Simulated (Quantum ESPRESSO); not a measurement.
Density of states of a sheet of TiTe2 (3 atoms in the cell).

```xyz
3
Lattice="3.8111 0.0000 0.0000 -1.9056 3.3005 0.0000 0.0000 0.0000 17.1706" Properties=species:S:1:pos:R:3 pbc="T T T"
Ti     0.0000     0.0000     8.5853
Te     0.0000     2.2003    10.1706
Te     1.9056     1.1002     7.0000
```

Level of theory: PBE, PseudoDojo standard norm-conserving (PBE) pseudopotentials (plane waves; Quantum ESPRESSO 7.5).

SCF settings: ecutwfc = 85 Ry; occupations = smearing; smearing = gaussian; degauss = 0.0073499 Ry; potentials = {Ti: Ti.upf, Te: Te.upf}; K_POINTS = automatic 7 7 1 0 0 0; conv_thr = 1e-10 Ry; mixing_beta = 0.3. Keys of the DOS step: nscf.calculation = nscf; nscf.verbosity = high; nscf.occupations = tetrahedra_lin; nscf.nbnd = 29; nscf.startingwfc = random; nscf.diago_thr_init = 1e-06; nscf.K_POINTS = automatic 14 14 1 0 0 0; projwfc.x.filpdos = pdos; projwfc.x.DeltaE = 0.05 eV; projwfc.x.ngauss = 0; projwfc.x.degauss = 0.01 Ry.

The starting cell was generated: these elements placed on a structure prototype, without a prior relaxation; it need not be a known phase or ordering of this composition. Its lattice was rescaled in the plane by a random factor within 2.5 % of one. Spin-orbit coupling is off. Spin polarisation is off, so a magnetic state, if there is one, cannot be reached.

Total DOS (both spins), as means of the tabulated values in each energy bin; the zero is the program's Fermi level or highest filled level, and the curve is cut to this window:

(E (eV), states/eV/cell): (-7.80, 0.00); (-7.40, 0.00); (-7.00, 0.00); (-6.60, 0.00); (-6.20, 0.00); (-5.80, 0.00); (-5.40, 0.00); (-5.00, 0.24); (-4.60, 1.14); (-4.20, 1.54); (-3.80, 4.08); (-3.40, 2.30); (-3.00, 1.33); (-2.60, 2.92); (-2.20, 4.38); (-1.80, 4.19); (-1.40, 2.67); (-1.00, 2.33); (-0.60, 2.06); (-0.20, 0.65); (0.20, 2.08); (0.60, 2.83); (1.00, 3.92); (1.40, 6.31); (1.80, 0.02); (2.20, 1.46); (2.60, 2.57)

Around zero the curve holds about 1.5 states/eV/cell.
